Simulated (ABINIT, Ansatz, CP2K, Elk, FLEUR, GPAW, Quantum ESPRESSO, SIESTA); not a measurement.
PtS2 (P-3m1, 3 atoms in the cell) computed with different codes at matched settings

Self-consistent single point.

```
CELL_PARAMETERS angstrom
      3.50474     0.00000     0.00000
     -1.75237     3.03519     0.00000
      0.00000     0.00000     5.52767
ATOMIC_POSITIONS crystal
  Pt 0.00000 0.00000 0.00000
  S  0.66667 0.33333 0.77966
  S  0.33333 0.66667 0.22034
```

Shared settings, as Ansatz (an electronic-structure program) writes them: kpoints.mp_grid.grid = 6 6 3; scf.occupations.method = fermi_dirac; scf.occupations.width = 0.05 eV. Potentials and cutoffs stand in the table.

| code | model | pressure (GPa) | largest force (eV/Å) | gap on the mesh (eV) | cutoff |
|---|---|---|---|---|---|
| ABINIT | LDA (PW92), PAW (JTH v2.0 LDA PAW) | 0.71 | 0.140 | 1.257 | 21 Ha |
| SIESTA | LDA PW92, numerical atomic orbitals DZP, PseudoDojo LDA standard norm-conserving potentials (rewritten from UPF to PSML) | 1.26 | 0.543 | 1.248 | grid 350 Ry |
| Ansatz | LDA (PW92), default PAW files made with PBE | 0.32 | 0.087 | 1.279 | default |
| CP2K | LDA (Pade form), GPW, DZVP-MOLOPT-SR-GTH basis, GTH-PADE potentials (GTH_POTENTIALS) | -1.90 | 0.069 | 1.296 | grid 500 Ry |
| Elk | LDA (PW92), all-electron FP-LAPW, Elk's shipped species files, APW+lo basis with extra local orbitals | – | – | 1.281 | rgkmax 8 |
| Quantum ESPRESSO | LDA (PZ), PSlibrary ultrasoft (LDA) pseudopotentials | 1.64 | 0.255 | 1.298 | 45 Ry |
| GPAW | LDA (Perdew-Wang 92), GPAW PAW datasets LDA (gpaw-data 1.0.1) | -0.15 | 0.049 | 1.267 | 550 eV |
| FLEUR | LDA (Perdew-Zunger), all-electron FLAPW (FLEUR), scalar-relativistic valence | – | 0.111 | 1.280 | Kmax 4 1/bohr |

A dash marks a value that a program does not give, or that is left out as unsure.

Gaps are read on the mesh.

On Ansatz's run: spin-orbit coupling is off.

The spread over the programs that give each value: pressure within 3.54 GPa; largest force within 0.494 eV/Å; gap on the mesh within 0.050 eV.

SIESTA and CP2K use small atom-centred bases, whose incompleteness enters pressures, forces and empty levels differently from a plane-wave cutoff. Elk and FLEUR treat all electrons, but the usual bases taken here (sphere radii, linearisation, local orbitals, empty states) were not tested for convergence, so the values are no reference for the others. Ansatz's pressure is given at a fixed set of plane waves, as the other plane-wave codes print theirs. The same LDA comes in different parametrisations, which differ slightly. In the pressure, CP2K (by 2.42) and Quantum ESPRESSO (by 1.13) lie more than 1 GPa from the median of the plane-wave programs. In the force vectors, SIESTA (by 0.429) and Quantum ESPRESSO (by 0.141) lie more than 0.08 eV/Å from the median of the plane-wave programs.

The starting cell comes from a database of computed structures (which also holds hypothetical and non-ambient phases and stackings), without a prior relaxation at this level. Its lattice was rescaled by a random factor within 2.5 % of one.

Keys are those of Ansatz 0.2.
